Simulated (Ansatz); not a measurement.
**Co: response to strain**

The reference is Co in the hcp (Mg type) structure (space group P6_3/mmc, No. 194; ferromagnetic; relaxed with 0.1 eV smearing).

```
CELL_PARAMETERS angstrom
      2.45626     0.00000     0.00000
     -1.22813     2.12718     0.00000
      0.00000     0.00000     3.97213
ATOMIC_POSITIONS crystal
  Co 0.33333 0.66667 0.75000
  Co 0.66667 0.33333 0.25000
```

Cartesian axes are those of the cell as printed.

Strains are applied to the cell and any free atomic positions relax; under biaxial strain the out-of-plane vector relaxes too; under stress the whole cell relaxes.

Method: PBEsol (Ansatz, an electronic-structure program; PAW; 420 eV plane waves; no spin-orbit coupling).

Notes on the quantities. pressure: mean of the normal stresses, compression positive.

| case | pressure | largest site moment | shortest interatomic distance |
|---|---|---|---|
| base | 0.0 GPa | 1.63 μB | 4.612 bohr |
| biaxial strain +1.66 %, plane normal [001], relaxed out of plane | -5.3 GPa | 1.65 μB | 4.609 bohr |
| biaxial strain +1.91 %, plane normal [001], relaxed out of plane | -6.0 GPa | 1.65 μB | 4.609 bohr |
| uniaxial strain ε_yy = −4.00 % | 11.3 GPa | 1.59 μB | 4.503 bohr |
| uniaxial strain ε_yy = −2.00 % | 5.3 GPa | 1.61 μB | 4.572 bohr |
| tensor shear ε_xy = +0.27 % | 0.0 GPa | 1.63 μB | 4.610 bohr |
| tensor shear ε_xy = +0.62 % | 0.0 GPa | 1.63 μB | 4.609 bohr |
| uniaxial stress, 1 GPa compression along x | – | 1.63 μB | 4.611 bohr |

The magnetic state is the one reached from the starting moments; the real material's order can differ, and small cells can't hold many antiferromagnetic ones. Beyond what the load breaks, stability against distortions was not tested.
